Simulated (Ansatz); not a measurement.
A periodic model of amorphous Si₂₆O₃₆C₈:

```xyz
70
Lattice="11.0051 -0.2089 -0.3631 -0.2089 10.4311 0.0586 -0.3631 0.0586 9.5602" Properties=species:S:1:pos:R:3 pbc="T T T"
Si     7.2694     2.4539     3.0253
Si     3.0072     4.0794     2.1439
Si     9.4050     1.6598     5.1563
Si     9.6255     6.9931     5.2528
Si     7.0012     4.6689     8.7750
Si     7.4126     6.4781     5.8387
Si     7.4740     7.7630     2.1234
Si     9.8781     2.5351     1.3119
Si     6.1090     8.2190     4.7057
Si     2.3147     0.5911     4.8177
Si     4.4584     1.1705     2.2633
Si     5.9376     4.9772     1.8385
Si     9.6308     7.1825     2.8113
Si     1.9465    10.1853     1.8580
Si     6.8936     8.3789     7.1190
Si     2.4050    10.3881     7.8804
Si     3.1462     7.4343     8.3442
Si     1.1639     3.4609     4.9995
Si     9.8942     5.5117     1.1031
Si     1.2162     5.6711     9.4653
Si     0.4159    10.1507     0.1468
Si    10.0384     9.8955     4.6147
Si     5.0753     1.3972    -0.1182
Si     7.9561     9.3961     8.9770
Si     1.1526     5.7339     7.0969
Si     8.4013     1.9666     8.1920
O      2.4215     6.8166     6.9947
O      8.6316     5.2498     0.0750
O      8.0268     2.1980     4.4483
O      9.1400     1.7090     6.7691
O      0.6308    10.3540     4.7567
O      6.4474     6.5101     1.9261
O      2.2035     2.2149     4.8786
O      9.3529     9.9970     1.9860
O     10.1777     4.0559     1.8270
O      1.4870     5.8219     3.5674
O      2.1837     4.3224     0.7315
O      7.3484     3.2082     8.0980
O      6.8740     8.7288     3.3191
O      0.7975    10.3134     8.2082
O     10.6172     2.7123     4.7440
O     -0.1979     6.3477     6.3850
O      7.7450     0.5640     8.7491
O      2.6637     6.8539     0.0788
O      0.2161     1.9069     2.1759
O      9.8364     8.6189     5.6344
O      7.5649     8.5946     0.6855
O      5.9414     1.5037     2.9678
O      6.1570     4.3862     0.3186
O      2.9248     0.1161     6.2422
O      3.2071     9.0480     8.3439
O      8.3887     2.1237     1.8561
O      9.6063     9.2863     8.9643
O      4.6764     6.8806     8.5597
O      1.5113     4.3252     6.3501
O      0.1650     6.1213     0.5354
O      6.7849     4.0179     2.8763
O      4.3521     5.0097     2.2007
O      6.3466     9.4042     5.8930
O      3.5161     2.5450     2.2718
O      9.9233     2.3736    -0.3094
O      3.3139     1.2018     8.6087
C      3.7744     9.1995     3.8257
C      6.6143     5.9464     7.5045
C      0.8299     0.8782     1.5182
C      1.7660     4.6258     3.5541
C      5.7706     7.0086     7.7642
C      3.3293    -0.0404     3.3533
C      4.3619     8.2092     4.2751
C      9.6555     9.2053     2.8564
```

Calculation: PBE, scalar-relativistic without spin-orbit coupling (plane waves to 420 eV, PAW; Ansatz, an electronic-structure program).

A CHGNet melt-quench gave the starting glass, which DFT then relaxed. O atoms were pushed apart under 1.9 Å during the dynamics, to hinder bonds among them. The hot cell started wider than the set density and was brought back towards it in steps. It is the lowest in DFT energy of 2 quenches. It is a model cell: composition and starting density were chosen by hand, and all elements were melted together. No dispersion term was used. Its density started from a set value of 2.36 and ended at 2.13 g/cm³. Cooling (nominally 1000 K/ps over its main leg) ran many orders faster than in experiment, which tends to leave more defects and strain. One small periodic cell is one sample of the glass; other quenches scatter about these values. Volume and shape were free in the relaxation.

Cut-offs for bonds: Si-Si 2.60 Å, Si-O 1.90 Å, Si-C 2.19 Å, O-O 1.58 Å, O-C 1.56 Å, C-C 1.78 Å. Two cations that share two anions don't count as bonded, nor two that share one unless they lie closer than Si-Si 2.38 Å, Si-C 2.00 Å, C-C 1.63 Å.

Give the coordination numbers, mean bond lengths and angles.


- Mean coordination of Si = 3.88 (1 with 2, 1 with 3, 24 with 4)
- Mean coordination of O = 1.94 (2 with 1, 34 with 2)
- Mean coordination of C = 2.88 (2 with 2, 5 with 3, 1 with 4)
- Mean Si-O bond = 1.645 Å (spread 0.017 Å, 66 counted)
- Mean Si-Si bond = 2.388 Å (spread 0.053 Å, 11 counted)
- Mean Si-C bond = 1.904 Å (spread 0.072 Å, 13 counted)
- Mean C-C bond = 1.346 Å (spread 0.079 Å, 3 counted)
- Bond angle at Si = mean 108.7°, spread 13.3°
- Bond angle at O = mean 141.2°, spread 14.9°
- Bond angle at C = mean 119.5°, spread 19.2°

Which atoms depart from the most common coordination of their element?

Si14 has 3 (C65 1.76 Å, C68 1.96 Å, Si21 2.30 Å); Si23 has 2 (O62 1.65 Å, Si11 2.47 Å); O34 has 1 (C70 1.21 Å); O36 has 1 (C66 1.23 Å); C63 has 2 (C69 1.24 Å, C68 1.42 Å); C68 has 4 (C63 1.42 Å, Si10 1.89 Å, Si14 1.96 Å, Si11 1.98 Å); C69 has 2 (C63 1.24 Å, Si9 1.80 Å).
